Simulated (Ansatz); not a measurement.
**Short convergence ladders for AuZn (Pm-3m, 2 atoms in the cell)**

```yaml
crystal:
  lattice:
    - [3.14055, 0.00000, 0.00000]
    - [0.00000, 3.14055, 0.00000]
    - [0.00000, 0.00000, 3.14055]
  atoms:
    - { symbol: Zn, position: [0.50000, 0.50000, 0.50000] }
    - { symbol: Au, position: [0.00000, 0.00000, 0.00000] }
```

Base method: PBE (plane waves, PAW; Ansatz, a program for electronic structure).

Base settings: basis.ecutwfc = 30.9 Ry; kpoints.mp_grid.grid = 11 11 11; hamiltonian.xc = pbe; hamiltonian.pseudopotentials = {kind: paw} (the program's default PAW files); scf.occupations.method = fermi_dirac; scf.occupations.width = 0.0073 Ry.

Core times come from one kind of shared machine, to one figure; runs under 30 s give none.

**Zone-centre phonons against the cutoff**

In this ladder: phonons.method = dfpt.

The mesh stays at the base's, so the ladder's end is converged at best in this setting alone.

Frequencies are those of the unrelaxed cell, without the LO-TO term of polar crystals.

Only quantities that move along the ladder and can be compared are tabulated.

| basis.ecutwfc | highest zone-centre frequency (cm⁻¹) |
|---|---|
| 15.4 Ry | 93.1 |
| 18.4 Ry | 110.1 |
| 21.7 Ry | 159.2 |
| 26.1 Ry | 147.2 |
| 30.9 Ry | 146.5 |
| 37.1 Ry | 146.2 |
| 46.3 Ry | 146.2 |

Coarsest basis.ecutwfc that holds the highest zone-centre frequency within 2 cm⁻¹ of the last step, with all finer ones: 26.1 Ry; the step before is off by 13 cm⁻¹.

**The q mesh of the phonons**

In this ladder: kpoints.mp_grid.grid = 12 12 12; phonons.method = dfpt.

Only quantities that move along the ladder and can be compared are tabulated.

Thermal sums run over frequencies interpolated from this q mesh.

```tsv
phonons.qmesh	zero-point energy (meV/atom)	vibrational free energy at 300 K (meV/atom)	core time / last (rough)
1 1 1	18.35	-62.20	–
2 2 2	19.60	-63.82	0.2
3 3 3	19.31	-65.36	0.5
4 4 4	19.50	-65.20	1
```

Coarsest phonons.qmesh that holds the vibrational free energy at 300 K within 2 meV/atom of the last step, with all finer ones: 2 2 2, at about 0.2 of the last step's time; the step before is off by 3.0 meV/atom.

Coarsest phonons.qmesh that holds the zero-point energy within 1 meV/atom of the last step, with all finer ones: 2 2 2, at about 0.2 of the last step's time; the step before is off by 1.1 meV/atom.

On the base run: the starting cell has typed, rounded lattice constants, without a prior relaxation at this level. Its lattice was rescaled by up to half a per cent. In the base run, with a pressure of about 6 GPa the cell is away from its equilibrium volume at this level.

Keys are those of Ansatz 0.2.
